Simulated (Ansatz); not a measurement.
Ansatz (a first-principles code) run on Cs3NaPb4 (Cmcm, 16 atoms in the cell): relaxation of cell and atoms.

Method of the run: PBEsol, default PAW files made with PBE (plane waves; Ansatz).

```yaml
crystal:
  lattice:
    - [3.63350, -8.64100, 0.00000]
    - [3.63350, 8.64100, 0.00000]
    - [0.00000, 0.00000, 11.07400]
  atoms:
    - { symbol: Pb, position: [0.17502, 0.27038, 0.25000] }
    - { symbol: Pb, position: [0.82498, 0.72962, 0.75000] }
    - { symbol: Pb, position: [0.27038, 0.17502, 0.75000] }
    - { symbol: Pb, position: [0.72962, 0.82498, 0.25000] }
    - { symbol: Cs, position: [0.23250, 0.76750, 0.25000] }
    - { symbol: Cs, position: [0.76750, 0.23250, 0.75000] }
    - { symbol: Na, position: [0.00000, 0.00000, 0.00000] }
    - { symbol: Na, position: [0.00000, 0.00000, 0.50000] }
    - { symbol: Cs, position: [0.61220, 0.38780, 0.44580] }
    - { symbol: Cs, position: [0.38780, 0.61220, 0.94580] }
    - { symbol: Cs, position: [0.38780, 0.61220, 0.55420] }
    - { symbol: Cs, position: [0.61220, 0.38780, 0.05420] }
    - { symbol: Pb, position: [0.82724, 0.17276, 0.38656] }
    - { symbol: Pb, position: [0.17276, 0.82724, 0.88656] }
    - { symbol: Pb, position: [0.17276, 0.82724, 0.61344] }
    - { symbol: Pb, position: [0.82724, 0.17276, 0.11344] }
```

Reference input (self-consistent single point, DFT, LDA (PW92), plane waves, default PAW files made with PBE): kpoints.mp_grid.grid = 4 4 3; kpoints.mp_grid.shift = 0.5 0.5 0.5; hamiltonian.xc = lda; hamiltonian.pseudopotentials = {kind: paw} (the program's default PAW files); scf.occupations.method = cold; scf.occupations.width = 0.0073 Ry. This run's input differs from it in these lines:

Ansatz 0.2 input:
```diff
@@ -27,3 +27,3 @@
 hamiltonian:
-  xc: lda
+  xc: pbesol
   pseudopotentials:
@@ -34,2 +34,4 @@
     width: 0.0073 Ry
+relax:
+  cell: {}
 output:
```

Output, abridged:

```
   [... SCF lines of the steps left out ...]
relax step   1: F+E_penalty+E_count = -130510.12544702 eV  Δ(F+E_penalty+E_count) = +0.000e0 eV  max|allowed force component| = 7.472e-2 eV/Å  Δτ_max = 0.0000 Å  P = -0.007 GPa  Ω = 695.382 Å³  (8 SCF iters, dr2 threshold 1.00e-7 eV, accepted)
relax step   2: F+E_penalty+E_count = -130510.12919517 eV  Δ(F+E_penalty+E_count) = -3.748e-3 eV  max|allowed force component| = 4.249e-2 eV/Å  Δτ_max = 0.0152 Å  P = -0.081 GPa  Ω = 694.211 Å³  energy of the carried Pulay correction = +4.915e-5 eV  [...]
   [... lines left out ...]
relax step   6: F+E_penalty+E_count = -130510.13408137 eV  Δ(F+E_penalty+E_count) = -1.848e-4 eV  max|allowed force component| = 2.425e-3 eV/Å  Δτ_max = 0.0082 Å  P = +0.003 GPa  Ω = 691.445 Å³  energy of the carried Pulay correction = +1.655e-4 eV  [...]
relax step   7: F+E_penalty+E_count = -130510.13391416 eV  Δ(F+E_penalty+E_count) = +1.672e-4 eV  max|allowed force component| = 2.430e-3 eV/Å  Δτ_max = 0.0000 Å  P = +0.003 GPa  Ω = 691.445 Å³  stress off target by 8.40e-3 GPa  SCF on the basis [...]
basis re-selected at this cell: Δ(F+E_penalty+E_count) = +1.672e-4 eV, ΔP = -0.000 GPa vs the last step
the relaxation is at rest under the 8 symmetry operations that the run kept from its start: a minimum is not shown …
Stability not checked (fill_not_monotonic)
Free energy (F): -130510.133914 eV
F+E_penalty+E_count: -130510.133914 eV  (lagrangian_ev)
   [... lines left out ...]
Fermi energy:    6.672395 eV
Smearing:        width narrowed from 0.0993 eV (input) to 0.0858 eV after iteration 5, whose occupations did not sum to the number of electrons (Fermi level in …
  cell:  # Å, volume = 691.4447 Å³
   [... lines left out ...]
    - { symbol: Pb, position: [0.8259150462103542, 0.17408495378964578, 0.38796194909681303] }
    - { symbol: Pb, position: [0.17408495378964578, 0.8259150462103542, 0.8879619490968129] }
    - { symbol: Pb, position: [0.17408495378964578, 0.8259150462103542, 0.612038050903187] }
    - { symbol: Pb, position: [0.8259150462103542, 0.17408495378964578, 0.112038050903187] }
```

The run converged. 

Summary of the result:
- Free energy E − TS (on the zero of these files): -130510.1339 eV
- Top of the valence band (on the code's own zero): 6.28 eV
- Gap on the k-point mesh: 0.67 eV
- Pressure: 0.00 GPa
- Largest force (vector length): 0.003 eV/Å
- Final cell: a = b = 9.407 Å, c = 11.019 Å, α = β = 90.00°, γ = 134.84°
- Final volume per atom: 43.22 Å³
- Relaxation steps: 7

The starting cell comes from a database of published, mostly measured structures (it also holds non-ambient and calculated ones), without a prior relaxation at this level. Spin-orbit coupling is off. The relaxation keeps the symmetry of its start, so its end need not be a minimum. Ansatz's pressure includes its estimate of the finite-basis (Pulay) stress. The shifted mesh does not hold Γ, so a gap read on it misses any band edge there.

Cost on one core of a shared machine: roughly 10 min.
